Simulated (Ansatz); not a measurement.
An Ansatz (an electronic-structure program) run: Al with a change (pressure −1 GPa); PBE/PAW in Ansatz, spin-orbit coupling left out.

Input:

Ansatz 0.2 input:
```yaml
crystal:
  lattice:
    - [0, 2.0202372103, 2.0202372103]
    - [2.0202372103, 0, 2.0202372103]
    - [2.0202372103, 2.0202372103, 0]
  atoms:
    - { symbol: Al, position: [0, 0, 0] }
basis: { ecutwfc: 420, ecutrho_ratio: 4, xc_grid: 2, fft_grid_basis: typed }
kpoints: { mp_grid: { grid: [20, 20, 20] } }
hamiltonian:
  xc: pbe
  dispersion: none
  pseudopotentials: { kind: paw }
scf: { occupations: { method: fermi_dirac, width: 0.05 } }
relax: { f_tol: 0.01, max_steps: 60, cell: { stress_tol: 0.02, p_target: -1.0 } }
output: { forces: true, stress: true }
checkpoint: { write: state.ck, write_every: 1000 }
```

Output (explanatory and most iteration lines left out):

```
Relaxation: its limit of steps is 60 (relax.max_steps)
Pseudopotential: Al, paw, valence charge 3
Crystal: 1 atoms, lattice volume = 16.491 Å³
Basis set: ecut = 420 eV, 331 PW (Γ), exchange–correlation on 40×40×40 points (8 copies of the dense FFT grid, shifted against one another)
Bands: 6, of which v1, the nominal top of the filled ones, is band 2 counted from 1 (1 counted from 0)
Symmetry: 48 space group operations
Space group: Fm-3m (ITA 225), of the structure as read, at distance tolerance 2.5e-5 Å
k-points: 256 of 8000
Functional: x = pbe(κ = 0.804, μ = 0.2195149727645171), c = pbe(β = 0.06672455060314922)
SCF iter   1: F=—  HF=-537.503569 eV  |F-HF|=—  |Δ(HF+E_count)|=         —  Δρ=5.20e-4  dr2=1.92e-5  ethr=1.77e-3  ⟨swp⟩=4.8  Hψ=13307  notcnv=0
SCF iter   2: F=—  HF=-537.503611 eV  |F-HF|=—  |Δ(HF+E_count)|=   4.17e-5  Δρ=2.76e-4  dr2=6.08e-6  ethr=6.41e-7  ⟨swp⟩=2.0  Hψ=3902  notcnv=0  defer=3
SCF 1 converged in 6 iterations: F = -537.503621 eV  dr2 = 1.40e-11
relax step   1: F+E_penalty+E_count = -537.50362070 eV  Δ(F+E_penalty+E_count) = +0.000e0 eV  max|allowed force component| = 0.000e0 eV/Å  Δτ_max = 0.0000 Å  P = +0.001 GPa  Ω = 16.491 Å³  (6 SCF iters, dr2 threshold 1.00e-7 eV, accepted)
[... steps on the carried basis left out ...]
relax step   4: F+E_penalty+E_count = -537.50292488 eV  Δ(F+E_penalty+E_count) = -1.083e-4 eV  max|allowed force component| = 0.000e0 eV/Å  Δτ_max = 0.0000 Å  P = -0.993 GPa  Ω = 16.713 Å³  stress off target by 7.02e-3 GPa  SCF on the basis re-selected at this cell (its energy is not comparable with the rows above)  (4 SCF iters)
SCF converged after 4 iterations
Free energy (F): -537.502925 eV
Internal energy: -537.499229 eV  (E = F + TS)
E sigma→0 (E₀):  -537.501077 eV
Entropy (-TS):   -0.003696 eV (-3.696 meV/atom)
Fermi energy:    7.857873 eV
--- Forces (eV/Å), atoms counted from 1 ---
  atom   1  Al     0.00000000     0.00000000    -0.00000000
--- Stress (GPa, compression-positive) ---
       -0.992985       0.000000       0.000000
        0.000000      -0.992985       0.000000
        0.000000       0.000000      -0.992985
  P = ⅓ Tr σ = -0.9930 GPa (-9.930 kbar)
--- Relaxed structure (3 steps of the walk, 3 accepted, 1 SCFs on fresh bases) ---
  cell:  # Å, volume = 16.7133 Å³
    - [-5.095372032895597e-35, 2.0292902349785837, 2.0292902349785837]
    - [2.0292902349785837, -5.604909236185149e-34, 2.0292902349785837]
    - [2.0292902349785837, 2.0292902349785837, -4.585834829606032e-34]
  atoms:
    - { symbol: Al, position: [0.0, 0.0, 0.0] }
```

Load acts through the strain it causes; cell and atoms are relaxed under it. Whether these cells are dynamically stable was not tested. The cell was made from Al in the fcc (Cu type) structure (space group Fm-3m, No. 225) by this change: pressure −1 GPa.
